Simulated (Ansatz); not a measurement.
# ZnSe (model structure, started from the WC type, P-6m2, No. 187, 2 atoms in the cell): equilibrium lattice constant a by level of theory

No measured value is used here.

```
level (code)         value (Å)
-------------------  ---------
PBE (Ansatz)             3.742
PBEsol (Ansatz)          3.655
PBE-D3(BJ) (Ansatz)      3.660
r²SCAN (Ansatz)          3.691
```

Ansatz's density-functional and Hartree–Fock values are scalar-relativistic unless marked +SOC, with PAW data made under PBE.

A model structure was made by putting elements into a prototype or built by hand; it is no filed structure, need not be a known phase, and can be a saddle point held by its symmetry.

Ansatz is an electronic-structure program.
